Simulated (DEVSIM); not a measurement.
Device: abrupt Si n-p junction, at 300 K.

Layer 1 from the left is Si, thickness (μm) 3.00, Nd (cm⁻³) 5.7e18, τn (s) 2.3e-7, τp (s) 2.3e-7. Layer 2 from the left is Si, thickness (μm) 0.360, Na (cm⁻³) 5.6e16, τn (s) 2.3e-7, τp (s) 2.3e-7.

Left contact: ohmic. Right contact: ohmic. Voltage is applied to the left contact. Recombination: SRH at mid-gap. Mobility is μmin + (μ − μmin)/(1 + (N/Nref)^α).

This is a model device: material constants are rounded textbook-type values typed into the input, and sizes, dopings and lifetimes were drawn at random. Values at 300 K.

Si: gap (eV) 1.124, affinity (eV) 4.05, permittivity 11.7, Nc (cm⁻³) 2.86e19, Nv (cm⁻³) 3.1e19, μn (cm²/Vs) 1417, μp (cm²/Vs) 470, μn,min 52, μp,min 45, Nref,n 9.7e16, Nref,p 2.2e17, αn 0.68, αp 0.72.

Estimate by hand the built-in potential, the peak field at zero bias, the capacitance at 1 V, and compare with a numerical solution.


- Built-in potential: ni = √(Nc Nv) exp(−Eg/2kT) = 1.08e10 cm⁻³ with Eg = 1.124 eV; Vbi = kT/q ln(Na Nd/ni²) = 0.919 V; numerical 0.919 V.
- Peak field at zero bias: depletion approximation: W = √(2εVbi/(qN)) = 0.146 μm with N = 5.55e16 cm⁻³; field = 2Vbi/W = 126000 V/cm; numerical 163000 V/cm (estimate below by 23 %).
- Capacitance at 1 V: C = √(qεN / 2(Vbi + |V|)) = 49.0 nF/cm²; numerical 49.8 nF/cm² (estimate below by 1.7 %).

DEVSIM, 1D drift-diffusion, Boltzmann statistics, complete ionisation; no tunnelling, impact ionisation, image-force lowering or self-heating.
